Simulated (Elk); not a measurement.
Elk 10.2.4, DFT, PBE, all-electron FP-LAPW, Elk's shipped species files: rock-salt MgO (Mg4O4), 8 atoms. Basis and mesh were picked for this test and aren't claimed converged.

```
Item                                                     Value
-----------------------------  -------------------------------
cell                           4.21, 4.21, 4.21 Å; 90, 90, 90°
task                                              ground state
xctype                                                      20
swidth                                           0.001 Hartree
k mesh (ngridk)                                          7×7×7
maxscl                                                     100
rgkmax                                             7 (default)
empty states an atom (nempty)                      4 (default)
epspot (Hartree)                               1e-06 (default)
epsengy (Hartree)                             0.0001 (default)
k-points after symmetry                                     20
largest matrix size                                        449
valence states                                              64
```

Machine: one whole node, AMD EPYC (Zen 5), 96 cores on 1 socket, no SMT, 12 L3 cache groups; 94 cores' worth of CPU time may be used.

Wall times, medians of two to five repeats, each run alone on the node (launch to exit). Processes are pinned to neighbouring cores unless said otherwise. The times hold for this build (conda-forge: no MPI, OpenMP (GNU), OpenBLAS with its own threads, FFTW). Scratch files lie in a memory file system.

All on 32 threads, 1 BLAS thread. Base settings, kept where nothing else is said: mixsdb = 5 (default), broydpm = [0.4, 0.15] (default), mixtype = 3 (default) (beta0 not set). The candidates, on 32 cores each, agree within 2.0 meV/atom in energy:
A. the base settings
B. mixtype = 0, beta0 = 0.2
C. mixsdb = 3
D. broydpm = [0.1, 0.15]
E. mixtype = 1, beta0 = 0.05 (default)
F. mixsdb = 20
G. broydpm = [0.6, 0.15]
H. mixtype = 1, beta0 = 0.1

### Question
Which of these settings finishes first?

### Answer
C and G and A and F, at 3.5 s to 3.7 s, level within 8 % or the scatter of repeats. At the other end B takes 4.0× as long.

| candidate | wall time | repeats | self-consistent loops |
|---|---|---|---|
| C | 3.5 s | 3 runs within 1 % | 16 |
| G | 3.5 s | 3 runs within 1 % | 16 |
| A | 3.5 s | 3 runs within 1 % | 16 |
| F | 3.7 s | 3 runs within 1 % | 17 |
| H | 4.7 s | 3 runs within 2 % | 22 |
| E | 4.9 s | 3 runs within 7 % | 23 |
| D | 5.5 s | 3 runs within 9 % | 26 |
| B | 14 s | 2 runs within 1 % | 67 |

From the slowest to the fastest: The count of self-consistent loops goes from 67 to 16.
